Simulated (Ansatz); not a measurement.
## Zr3Ge (model structure, started from the D03 type, Fm-3m, No. 225, 4 atoms in the cell): properties by level of theory

```csv
level (code),equilibrium lattice constant a (Å),formation enthalpy (eV/atom)
PBE (Ansatz),6.886,…
PBEsol (Ansatz),6.793,-0.238
PBE-D3(BJ) (Ansatz),6.791,-0.242
```

Some entries are withheld; supply them.


- PBE (Ansatz, a program for electronic structure), formation enthalpy (eV/atom): -0.178

Ansatz's density-functional and Hartree–Fock values are scalar-relativistic unless marked +SOC, with PAW data made under PBE.

Static lattice: no zero-point or thermal effects.

A model structure was made by putting elements into a prototype or built by hand; it is no filed structure, need not be a known phase, and can be a saddle point held by its symmetry.
